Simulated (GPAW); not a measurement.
Input and output of a self-consistent single point for Mo (Im-3m, 1 atom in the cell) (GPAW)

Method of the run: PBE, GPAW PAW datasets PBE (gpaw-data 1.0.1) (plane waves; GPAW).

The input file:

```python
from ase import Atoms
from ase.units import GPa
from gpaw import GPAW

atoms = Atoms(['Mo'],
              cell=[[-1.557836, 1.557836, 1.557836],
                    [1.557836, -1.557836, 1.557836],
                    [1.557836, 1.557836, -1.557836]],
              scaled_positions=[[0.000000, 0.000000, 0.000000]],
              pbc=True)

calc = GPAW(mode={'name': 'pw', 'ecut': 550},
            xc='PBE',
            kpts={'size': (10, 10, 10), 'gamma': True},
            occupations={'name': 'methfessel-paxton', 'width': 0.05, 'order': 0},
            nbands=-7,
            convergence={'density': 1e-05},
            symmetry={'symmorphic': False, 'tolerance': 0.0005},
            maxiter=100)

atoms.calc = calc

energy = atoms.get_potential_energy()
print('Energy (eV):', round(energy, 6))
forces = atoms.get_forces()
print('Forces (eV/Ang):')
print(forces.round(5))
stress = atoms.get_stress()
print('Stress (GPa, Voigt):', (stress / GPa).round(4))
```

Output (repeated stretches shortened):

```
Input parameters:
  convergence: {density: 1e-05}
  kpts: {gamma: True,
         size: (10, 10, 10)}
  maxiter: 100
  mode: {ecut: 550,
         name: pw}
  nbands: -7
  occupations: {name: methfessel-paxton,
                order: 0,
                width: 0.05}
  symmetry: {symmorphic: False,
             tolerance: 0.0005}
  xc: PBE

species:
  Mo:
    name: Molybdenum
    Z: 42.0
    valence: 14
    core: 28
    charge: 0.0
    file: Mo.PBE.gz

    # Using partial waves for Mo as LCAO basis

Reference energy: -110134.072632  # eV

Spin-paired calculation

Convergence criteria:
 Maximum [total energy] change in last 3 cyles: 0.0005 eV / valence electron
 Maximum integral of absolute [dens]ity change: 1e-05 electrons / valence electron
 Maximum integral of absolute [eigenst]ate change: 4e-08 eV^2 / valence electron
 Maximum number of scf [iter]ations: 100

Symmetries present (total): 48
Symmetries with fractional translations: 0
1000 k-points: 10 x 10 x 10 Monkhorst-Pack grid + [1/20,1/20,1/20]
47 k-points in the irreducible part of the Brillouin zone
       k-points in crystal coordinates                weights
   0:     0.00000000    0.00000000    0.00000000          1/1000
   1:     0.10000000    0.00000000    0.00000000         12/1000
   2:     0.10000000    0.10000000   -0.10000000          6/1000
   [... 7 lines left out ...]
          ...
  46:     0.50000000    0.50000000    0.50000000          1/1000

Wave functions: Plane wave expansion
  Cutoff energy: 550.000 eV
  Number of coefficients (min, max): 429, 466
  Pulay-stress correction: 0.000000 eV/Ang^3 (de/decut=0.000000)

Occupation numbers: Methfessel-Paxton:
  width: 0.0500  # eV
  order: 0

Eigensolver

Densities:
  Coarse grid: 15*15*15 grid
  Fine grid: 30*30*30 grid
  Total Charge: 0.000000

Density mixing:
  Method: separate
  Backend: pulay
  Linear mixing parameter: 0.05
  old densities: 5
  Damping of long wavelength oscillations: 50

Hamiltonian:
  XC and Coulomb potentials evaluated on a 30*30*30 grid
  External potential:
    NoExternalPotential

XC parameters: PBE with 2 nearest neighbor stencil

Number of atoms: 1
Number of atomic orbitals: 13
Number of bands in calculation: 14
Number of valence electrons: 14
Bands to converge: occupied

Density initialized from atomic densities
  13 bands from LCAO basis set
  1 band from random numbers

Atomic positions and initial magnetic moments

Positions:
   0 Mo     0.000000    0.000000    0.000000    ( 0.0000,  0.0000,  0.0000)

Unit cell:
           periodic     x           y           z      points  spacing
  1. axis:    yes   -1.557836    1.557836    1.557836    15     0.1469
  2. axis:    yes    1.557836   -1.557836    1.557836    15     0.1469
  3. axis:    yes    1.557836    1.557836   -1.557836    15     0.1469

  Lengths:   2.698251   2.698251   2.698251
  Angles:  109.471221 109.471221 109.471221

Effective grid spacing dv^(1/3) = 0.1649

     iter     time        total  log10-change:
                         energy   eigst   dens
iter:   1 --:--:--   -12.063456
iter:   2 --:--:--   -11.937874   -0.87  -1.18
iter:   3 --:--:--   -11.251772   -0.98  -1.21
iter:   4 --:--:--   -11.248535   -2.81  -1.92
iter:   5 --:--:--   -11.229675   -2.47  -1.93
iter:   6 --:--:--   -11.226156   -4.29  -2.43
iter:   7 --:--:--   -11.225132c  -3.79  -2.71
iter:   8 --:--:--   -11.224845c  -4.85  -3.03
iter:   9 --:--:--   -11.224859c  -6.68  -3.82
iter:  10 --:--:--   -11.224844c  -6.38  -3.71
iter:  11 --:--:--   -11.224843c  -7.06  -4.24
iter:  12 --:--:--   -11.224843c  -9.18c -6.21c

Converged after 12 iterations.

Dipole moment: (0.000000, -0.000000, -0.000000) |e|*Ang

Energy contributions relative to reference atoms: (reference = -110134.072632)

Kinetic:         -9.104402
Potential:       +4.356073
External:        +0.000000
XC:              -6.203907
Entropy (-ST):   -0.001114
Local:           -0.272050
SIC:             +0.000000
--------------------------
Free energy:    -11.225400
Extrapolated:   -11.224843

Showing only first 2 kpts
 Kpt  Band  Eigenvalues  Occupancy
  0     5     12.70081    2.00000
  0     6     12.70081    2.00000
  0     7     12.70081    2.00000
  0     8     15.78965    0.00000

  1     5     12.45098    2.00000
  1     6     12.64713    2.00000
  1     7     13.12650    2.00000
  1     8     15.45662    0.00000

Fermi level: 14.22288

No gap
No difference between direct/indirect transitions
Energy (eV): -11.224843

Forces in eV/Ang:
  0 Mo   -0.00000    0.00000    0.00000

Stress tensor:
    -0.068319     0.000000     0.000000
     0.000000    -0.068319    -0.000000
     0.000000    -0.000000    -0.068319
Stress (GPa, Voigt): [-10.9458 -10.9458 -10.9458  -0.       0.       0.    ]
```

The run converged in 12 iterations. GPAW prints stress with tension positive.

The starting cell comes from a database of computed structures (which also holds hypothetical and non-ambient phases and stackings), without a prior relaxation at this level. Its lattice was rescaled by a random factor within 2.5 % of one. Spin polarisation is off. With a pressure of about 11 GPa the cell is away from its equilibrium volume at this level.
